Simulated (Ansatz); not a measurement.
For TaGe (model structure, started from the NiAs type, P6₃/mmc, No. 194, 4 atoms in the cell), PBE in Ansatz (plane waves, PAW) gives:

- lattice parameter a = 3.085 Å
- c axis length = 8.262 Å
- formation enthalpy = -0.128 eV/atom

**Question.** What does PBE-D3(BJ) in Ansatz (PAW) give for the same quantities?

**Answer.** 
- lattice constant a: 3.044 Å (shrinks by 1.3 %)
- lattice parameter c: 8.224 Å (falls by 0.5 %)
- formation enthalpy: -0.200 eV/atom (moves by -0.072 eV/atom)

Changes are worked out from the printed values.

Unless a cell is named, each level is at its own relaxed cell (PBE 17.02, PBE-D3(BJ) 16.50 Å³/atom).

Levels without +SOC leave out spin–orbit coupling, which shifts energies and cells of such heavy elements.

Ansatz's density-functional and Hartree–Fock values are scalar-relativistic unless marked +SOC, with PAW data made under PBE.

A model structure was made by putting elements into a prototype or built by hand; it is no filed structure, need not be a known phase, and can be a saddle point held by its symmetry.

Ansatz is an electronic-structure program.
